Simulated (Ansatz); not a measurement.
Reference: RhCuO2 (R-3m), PBEsol, rigid bands (plane waves, PAW, scalar-relativistic; Ansatz, a quantum-chemistry and plane-wave program); geometry: cell and atoms relaxed with PBEsol.

CuRhO₂ is taken in the trigonal space group R-3m, hexagonal axes (No. 166), Pearson symbol hR4. Cell: a = b = 3.071 Å, c = 16.915 Å, α = β = 90.00°, γ = 120.00°. Cu on 3a sees 2 O at 1.821 Å (linear). Rh on 3b sees 6 O at 2.035 Å (octahedral). O on 6c has 1 Cu at 1.821 Å and 3 Rh at 2.035 Å (tetrahedral). (Neighbours: up to the widest gap in distance over summed covalent radii, below 1.35, at either atom; cation-cation and far metal-metal contacts left out.)
(The calculation used a cell of 4 atoms; values per cell refer to that cell.)

The band gap is 0.66 eV and the electron conductivity mass is 0.56 mₑ. The Seebeck coefficient, n-type 1e19 cm⁻³ is -380 μV/K.

**Question.** Replace Cu by Ag on the same sites and relax. What happens?

**Answer.** RhAgO₂ (R-3m): volume per atom 11.5 to 12.5 Å³; band gap falls (0.66 eV to 0.41 eV); electron conductivity mass falls (0.56 mₑ to 0.44 mₑ); Seebeck coefficient, n-type 1e19 cm⁻³ falls in size (-380 μV/K to -349 μV/K).

Moves up to 5 % count as about the same. Masses are for dilute carriers at 300 K, harmonic means over directions unless an axis is named. Seebeck coefficients are for the stated density at 300 K, with one relaxation time for all states and whether or not that doping can be reached. Spin-orbit coupling is left out.

Formula and space group known from diffraction (Crystallography Open Database), not checked to be the room-temperature form: RhCuO2 (R-3m). Computed structure with no diffraction record at hand here (it may be known, metastable or hypothetical): RhAgO2 (R-3m).
